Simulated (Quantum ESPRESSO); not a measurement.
Several settings converged on SbAs (R3m, 2 atoms in the cell)

```
SbAs
1.0
    2.02662     1.17007     3.70544
   -2.02662     1.17007     3.70544
    0.00000    -2.34014     3.70544
Sb As
1 1
Direct
  0.23360   0.23360   0.23360
  0.77090   0.77090   0.77090
```

Base method: LDA (PZ), GBRV 1.5 ultrasoft (LDA) pseudopotentials (plane waves; Quantum ESPRESSO).

Base settings: ecutwfc = 40 Ry; ecutrho = 200 Ry; occupations = smearing; smearing = fd; degauss = 0.0073499 Ry; potentials = {Sb: sb_lda_v1.4.uspp.F.UPF, As: as_lda_v1.uspp.F.UPF}; K_POINTS = automatic 4 4 4 0 0 0; conv_thr = 1e-09 Ry; mixing_beta = 0.5.

The count of work is k-points × plane waves × bands × iterations; it is no time. 

**The cutoff for other potential files**

Level: DFT, LDA (PZ), plane waves, PSlibrary ultrasoft (LDA) pseudopotentials.

In this ladder: pseudopotentials = {Sb: Sb.pz-n-rrkjus_psl.1.0.0.UPF, As: As.pz-n-rrkjus_psl.1.0.0.UPF}. Moved along: ecutrho.

The second cell is the first with its lattice scaled by 0.98.

The mesh stays at the base's, so the ladder's end is converged at best in this setting alone.

Only quantities that move along the ladder and can be compared are tabulated.

```tsv
ecutwfc	free energy less the last step's (meV/atom)	energy of the compressed cell less the first (meV/atom)	pressure (GPa)	largest difference of a force vector from the last step's (eV/Å)	count of work / last
13.5 Ry	33.00	-16.89	-4.06	0.021	0.099
16.5 Ry	17.90	-17.43	-3.88	0.010	0.15
21 Ry	8.56	-18.13	-3.86	0.005	0.22
26 Ry	4.18	-18.59	-3.85	0.003	0.26
30 Ry	2.34	-18.79	-3.85	0.001	0.32
36 Ry	1.06	-18.92	-3.84	0.000	0.42
45 Ry	0.33	-18.93	-3.83	0.000	0.58
60 Ry	0.00	-18.95	-3.83	0.000	1.0
```

Coarsest ecutwfc that holds the forces within 0.005 eV/Å of the last step, with all finer ones: 26 Ry, at 0.26 of the last step's count of work; the step before is off by 0.005 eV/Å.

Coarsest ecutwfc that holds the pressure within 0.2 GPa of the last step, with all finer ones: 16.5 Ry, at 0.15 of the last step's count of work; the step before is off by 0.23 GPa.

Coarsest ecutwfc that holds the free energy within 2 meV/atom of the last step, with all finer ones: 36 Ry, at 0.42 of the last step's count of work; the step before is off by 2.3 meV/atom.

The energy difference between the two cells stays within 1 meV/atom of the last step's from 21 Ry on, the total only from 45 Ry on: much of the error is common to both cells and cancels.

**The density cutoff**

The second cell is the first with its lattice scaled by 0.98.

The mesh stays at the base's, so the ladder's end is converged at best in this setting alone.

Only quantities that move along the ladder and can be compared are tabulated.

```csv
ecutrho,free energy less the last step's (meV/atom),energy of the compressed cell less the first (meV/atom),pressure (GPa),largest difference of a force vector from the last step's (eV/Å)
80 Ry,-43.91,-8.88,-1.50,0.017
120 Ry,-0.64,-15.69,-3.52,0.001
160 Ry,-0.17,-15.76,-3.54,0.000
200 Ry,-0.19,-15.73,-3.53,0.000
240 Ry,-0.08,-15.73,-3.53,0.000
320 Ry,0.01,-15.75,-3.53,0.000
400 Ry,0.02,-15.74,-3.53,0.000
480 Ry,0.00,-15.73,-3.53,0.000
640 Ry,0.00,-15.74,-3.53,0.000
```

Coarsest ecutrho that holds the pressure within 0.2 GPa of the last step, with all finer ones: 120 Ry; the step before is off by 2.0 GPa.

Coarsest ecutrho that holds the free energy within 2 meV/atom of the last step, with all finer ones: 120 Ry; the step before is off by 44 meV/atom.

Coarsest ecutrho that holds the forces within 0.005 eV/Å of the last step, with all finer ones: 120 Ry; the step before is off by 0.017 eV/Å.

On the base run: the starting cell comes from a database of computed structures (which also holds hypothetical and non-ambient phases and stackings), without a prior relaxation at this level. Its lattice was rescaled by up to half a per cent. One atom was moved a little off its site on purpose. In the base run, with a pressure of about -4 GPa the cell is away from its equilibrium volume at this level. The run gives no clean gap (levels at the Fermi energy touch, overlap or are partly filled at this smearing), which alone does not show that the compound is a metal. Without a gap this mesh is coarse (it stands for a supercell whose shortest vector is 16 Å).
